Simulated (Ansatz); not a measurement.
End structure of a constructed model of the (111) surface of fcc Ag, a pseudomorphic layer of Al in the host's stacking (bottom of the slab: a bare face, its two planes held):

```xyz
7
Lattice="2.9334 0.0000 0.0000 -1.4667 2.5404 0.0000 0.0000 0.0000 30.5000" Properties=species:S:1:pos:R:3 pbc="T T T"
Ag     0.0000     1.6936     8.1600
Ag     1.4667     0.8468    10.5551
Ag     0.0000     0.0000    12.9460
Ag     0.0000     1.6936    15.3450
Ag     1.4667     0.8468    17.7469
Ag     0.0000     0.0000    20.1832
Al     0.0000     1.6936    22.4689
```

Model: 7-atom slab, 14.2 Å thick at the start with caps and adatoms, 15x15x1 mesh, Fermi-Dirac 0.1 eV, dipole correction, 2 atoms held, the rest relaxed; held to the start's symmetry, so lower structures may exist; no spin, no spin-orbit, no U. In PBE it is, or lies within 0.01 eV a 1x1 cell of, the lowest of the 2 structures of its composition computed so far; subsurface sites and larger cells were not tried.

Predict the work function of the top face from PBE in Ansatz (a first-principles code).

4.26 eV
